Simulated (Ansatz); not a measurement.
Bond-angle distributions (per cent of the angles at each element, bins of 10°) of a relaxed model of amorphous Si₂₀Sn₅O₄₅ at 2.78 g/cm³. The numbers are results of PBE, scalar-relativistic without spin-orbit coupling (plane waves to 420 eV, PAW; Ansatz, a program for electronic structure), not measurements.

Preparation: random packing, a CHGNet melt and quench, and a DFT relaxation. O atoms were pushed apart under 1.9 Å during the dynamics, to hinder bonds among them. The hot cell started wider than the set density and was brought back towards it in steps. It is the lowest in DFT energy of 2 quenches. It is a model cell: composition and starting density were chosen by hand, and all elements were melted together. No dispersion term was used. Its density started from a set value of 2.90 and ended at 2.78 g/cm³. The quench (nominally 190 K/ps over its main leg) was far faster than any real one, so the model tends to hold more defects than a real film. Values belong to this one cell and scatter from quench to quench. Volume and shape were free in the relaxation.

Cut-offs for bonds: Si-Si 2.60 Å, Si-Sn 2.75 Å, Si-O 1.90 Å, Sn-Sn 3.06 Å, Sn-O 2.46 Å, O-O 1.58 Å. Two cations that share two anions don't count as bonded, nor two that share one unless they lie closer than Si-Si 2.38 Å, Si-Sn 2.68 Å, Sn-Sn 2.97 Å.

```
angle (°)  at Si  at O
---------  -----  ----
50-60          0     0
60-70          0     0
70-80          0     0
80-90          0     0
90-100         1     4
100-110       55     4
110-120       42     6
120-130        2    10
130-140        0    22
140-150        0    27
150-160        0    12
160-170        0    10
170-180        0     4
```

They go with these counts of neighbours within the cut-offs, cation contacts included: Si mean 4.0, most often 4; O mean 2.0, most often 2.
